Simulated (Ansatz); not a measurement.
Defect calculation: Zn interstitial in zinc-blende BP

Calculation: PBE, PAW (plane waves to 420 eV; Ansatz, a program for electronic structure). Cell: 64 sites, 2×2×2; final energies on a 2×2×2 shifted mesh. Site at the start: void with 4B nearest. Energies of charged states are corrected for periodic images (point charge plus alignment at distant sites). Dielectric constants: PBE linear response of the host. Host gap at this level: 1.25 eV. Finite-size and sampling errors can reach tenths of an eV here. PBE underestimates the host's gap, which shifts levels and can delocalise carriers. Spin–orbit coupling is left out. Each state is the lowest found from its start.

Formation energies E_f are given with the Fermi level at the valence-band maximum. Chemical conditions: P-rich (Δμ(Zn) = -0.83 eV, bounded by ZnP2 (P4_32_12); only phases computed here count, gases as isolated molecules at 0 K). Reference phases: Zn: hcp Zn.

The name describes the start; the neighbours show where the added atom ended.

```csv
charge,moment (μB),largest move off a lattice site (Å),neighbours of the added atom at the end (Å),image correction with alignment (eV),"E_f, P-rich (eV)"
+2,not spin-polarised,0.12,"B 2.07, B 2.07, B 2.07, B 2.07",1.46,5.84
+1†,fractional,0.12,"B 2.07, B 2.07, B 2.07, B 2.07",0.54,–
0*,not spin-polarised,0.13,"B 2.06, B 2.06, B 2.06, B 2.06",–,–
```

* At this level the carrier isn't localised at the defect: at charge 0 electrons occupy the conduction band. Such a state is shallow or no state of the defect, and this cell gives it no level.

† Not settled in this cell, so no level is given: charge +1: fractional moment, carriers not clearly localised.

No other site or start that was run ended lower by more than 0.1 eV.
